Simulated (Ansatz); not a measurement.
The parent structure is Zr$_{3}$N$_{4}$ (space group I-43d, No. 220).

```
CELL_PARAMETERS angstrom
     -3.35134     3.35134     3.35134
      3.35134    -3.35134     3.35134
      3.35134     3.35134    -3.35134
ATOMIC_POSITIONS crystal
  Zr 0.87500 0.12500 0.75000
  Zr 0.62500 0.37500 0.25000
  Zr 0.75000 0.87500 0.12500
  Zr 0.25000 0.62500 0.37500
  Zr 0.12500 0.75000 0.87500
  Zr 0.37500 0.25000 0.62500
  N  0.64175 0.64175 0.64175
  N  0.35825 0.50000 0.00000
  N  0.50000 0.00000 0.85825
  N  0.00000 0.35825 0.50000
  N  0.85825 0.50000 0.00000
  N  0.14175 0.14175 0.14175
  N  0.00000 0.85825 0.50000
  N  0.50000 0.00000 0.35825
```

Calculations: PBEsol (Ansatz, a quantum-chemistry and plane-wave program, PAW, scalar-relativistic without spin-orbit coupling).

For the base:

* **Electron mass**: 0.30, 0.42 mₑ (at Γ)
* **Lattice parameter a**: 6.703 Å
* **Gap character**: direct at Γ
* **Width of the top valence band**: 1.32 eV
* **Band gap**: 0.75 eV

The change: cell and atoms relaxed at a pressure of 0.3 GPa.

Question: What does the calculation give for the electron mass after the change?

Answer: The electron mass (degenerate bands, along [100]) is still 0.30, 0.42 mₑ (at Γ).

Question: What does the calculation give for the lattice parameter a after the change?

Answer: The lattice parameter a drops by 0.003 Å, from 6.703 Å to 6.700 Å.

Question: What does the calculation give for the gap character after the change?

Answer: The gap character stays direct at Γ.

Question: What does the calculation give for the width of the top valence band after the change?

Answer: The width of the top valence band stays 1.32 eV.

Question: How does this affect the band gap?

Answer: The band gap is nearly the same (0.75 eV against 0.76 eV).

Load acts through the strain it causes; cell and atoms are relaxed under it. Masses are band curvatures over ±0.01 Å⁻¹ around the edge. Whether these cells are dynamically stable was not tested.
